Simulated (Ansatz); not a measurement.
Functionals compared on a constructed model of the (110) surface of bcc W, a pseudomorphic layer of In in the host's stacking (bottom of the slab: a bare face, its two planes held), in Ansatz (plane waves, PAW). The structure was relaxed with PBE; the other rows are single points on it. Cutoff 420 eV (500 eV for r2SCAN).

Set-up: 7 atoms, 14.0 Å thick at the start with caps and adatoms (thin: gaps and levels are the slab's own); mesh 14x14x1; 0.1 eV smearing; dipole correction on; 2 atoms held, the rest relaxed; held to the start's symmetry, so lower structures may exist; no spin, no spin-orbit, no U. It is one candidate, not shown to be the stable structure of the face. These notes are the PBE run's.

```csv
functional,work function of the top face (eV),rough cost of the single point
PBE,4.00,–
RPBE,?,around 60 core-seconds (rough)
r2SCAN,4.09,about 2.2 core-minutes (a rough figure)
```

Q: Complete the blanks.

A: 
- RPBE, work function of the top face (eV): 3.86

Ansatz is an electronic-structure program.
